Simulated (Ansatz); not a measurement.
**Cu3N: biaxial strain +2.50 %, plane normal [111], relaxed out of plane**

Consider Cu$_{3}$N (space group Pm-3m, No. 221; a = 3.7649 Å). Axes: x, y, z lie along the cube axes.

Now apply this change: tensile biaxial strain of 2.50 % in the plane normal to [111], as in epitaxy on a mismatched substrate; the out-of-plane cell vector and the atoms relax.

Computed with Kohn–Sham DFT with the PBEsol functional, run in Ansatz (a quantum-chemistry and plane-wave program) with PAW and 420 eV plane waves, no spin-orbit coupling. Settings: 12×12×12 k-points, 0.05 eV Fermi–Dirac smearing.

The volume per atom goes up by 0.15 Å³ (13.34 Å³ → 13.49 Å³) and the space group becomes R-3m (No. 166) (base: Pm-3m (No. 221)). The shortest interatomic distance increases by 0.009 Å to 1.891 Å and the energy grows by 4.9 meV/atom. The pressure (mean of the normal stresses, compression positive) goes from zero to -1.5 GPa and the band gap remains zero. The out-of-plane strain amounts to -3.74 % (rough) and the mean in-plane stress (compression positive) comes out as -2.3 GPa (rough).

Final structure (turned so that z lies along the plane normal):

```xyz
4
Lattice="5.4575 0.0000 0.0000 2.7287 4.7263 0.0000 2.7287 -1.5754 2.0924" Properties=species:S:1:pos:R:3 pbc="T T T"
Cu     1.3644    -0.7877     1.0462
Cu     5.4575     1.5754     1.0462
Cu     4.0931    -0.7877     1.0462
N      0.0000     0.0000     0.0000
```

Without a gap, meshes like the base's 12×12×12 leave anisotropic stresses uncertain by several tenths of a GPa, and small strain energies with them. No phonon test of stability was made. The final runs are not spin-polarised. Gaps under 0.05 eV, about the width of the smearing, are given as zero. A zero or small gap of Cu3N can be the functional's error rather than a property of the material.
